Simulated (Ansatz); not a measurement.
System: MgZn2 (P6₃/mmc, No. 194). Method: r²SCAN+rVV10 in Ansatz (plane waves, PAW).

Settings: plane-wave cutoff 560 eV, 12×12×8 k mesh (along the axes of the cell as run), Fermi–Dirac smearing 0.05 eV, scalar-relativistic PAW data made under PBE.

Energies at three volumes about the minimum:

| V (Å³/atom) | E − E_lowest (meV/atom) |
|---|---|
| 15.509 | 1.59 |
| 15.825 | 0.00 |
| 16.142 | 1.48 |

Q: Fit a parabola by hand: where is the minimum, and what is the bulk modulus?

A: Slopes: (0.00 − 1.59)/(15.825 − 15.509) = -5.032 and (1.48 − 0.00)/(16.142 − 15.825) = 4.669 meV/Å³. Curvature E″ = 2 × (4.669 − (-5.032))/(16.142 − 15.509) = 30.651 meV/Å⁶. From the middle of the first interval, the slope vanishes at V0 = 15.6670 − (-5.032)/30.651 = 15.831 Å³/atom. B = V0 E″ = 15.831 × 30.651 meV/Å³ × 0.1602 GPa per meV/Å³ = 77.7 GPa. The full Birch–Murnaghan fit to all volumes gives V0 = 15.825 Å³/atom and B0 = 77.6 GPa.

Shape and atoms are relaxed at each volume.

Note: the volume lies 6 % below that of the published cell; the bulk modulus comes from volumes at which shape and atoms were relaxed.

Ansatz is a program for electronic structure.
